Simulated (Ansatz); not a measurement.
Ta2Ge (model structure, started from the Ni2In type, P6₃/mmc, No. 194, 6 atoms in the cell): enthalpy of formation by level of theory

No measured value is used here.

```tsv
level (code)	value (eV/atom)
PBE (Ansatz)	-0.065
PBEsol (Ansatz)	-0.123
PBE-D3(BJ) (Ansatz)	-0.125
```

Density-functional levels without +SOC have no spin–orbit coupling, which shifts binding energies of heavy elements. Each level is taken at its own relaxed cell. Ansatz's density-functional and Hartree–Fock values are scalar-relativistic unless marked +SOC, with PAW data made under PBE.

A model structure was made by putting elements into a prototype or built by hand; it is no filed structure, need not be a known phase, and can be a saddle point held by its symmetry.

Ansatz is a first-principles code.
